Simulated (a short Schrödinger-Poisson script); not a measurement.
System: single In0.53Ga0.47As/InP quantum well.

```
layer        material  thickness (nm)
-----  --------------  --------------
1                 InP              20
2      In0.53Ga0.47As              10
3                 InP              20
```

Constants are typed, rounded textbook-type inputs, not results; the design itself was drawn at random and stands for no fabricated device. In0.53Ga0.47As: direct gap (eV) 0.74, conduction-band edge (eV) 0, electron mass (mₑ) 0.041, heavy-hole mass 0.38, light-hole mass 0.052. InP: direct gap (eV) 1.344, conduction-band edge (eV) 0.25, electron mass (mₑ) 0.08, heavy-hole mass 0.53, light-hole mass 0.12.

The valence-band edge of each layer lies one gap below its conduction-band edge. The electron's potential energy rises along the stack by the applied field. Mesh 0.03 nm at interfaces.

**Question.** Estimate e1 and hh1 for infinitely high walls at zero field, and compare with the finite well.

**Answer.** ħ²π²/(2mL²) gives 91.7 meV for the electron and 9.9 meV for the heavy hole. The finite well gives 39.3 and 7.8 meV, 0.43 and 0.79 of the estimates, as the states reach into the barriers (5 % of e1 lies outside the well).

Solved with a short Schrödinger-Poisson script written for these runs: one-band effective-mass equation with BenDaniel-Duke matching, electrons, heavy and light holes apart, hard walls at the outer ends, one valence edge for both holes (no strain splitting), no charge, excitons, band mixing or non-parabolicity; under a field the levels are quasi-bound states of a box, listed while three quarters of their weight lies within 4 nm of the wells.
